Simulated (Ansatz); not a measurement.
Base system: TlBr in the CsCl type structure (space group Pm-3m, No. 221; a = 3.8395 Å). Axes: x, y, z lie along the cube axes.

All numbers come from LDA (Ansatz, a first-principles code; PAW; 420 eV plane waves; no spin-orbit coupling).

For the base:

The shortest interatomic distance is 3.325 Å.

One thing is altered: a pure shear with ε_xy = ε_yx = 0.0200; the atoms relax in the strained cell.

Problem. Predict the new stress.

Solution. The stress (xx, yy, zz, yz, xz, xy; compression positive) amounts to (0.06, 0.06, 0.09, 0.00, 0.00, -0.54) GPa.

Problem. Predict the new shortest interatomic distance.

Solution. The shortest interatomic distance drops by 0.044 Å, from 3.325 Å to 3.281 Å.

Problem. Estimate the effect on the energy relative to the base.

Solution. The energy grows by 1.9 meV/atom.

Stability against distortions was not tested.
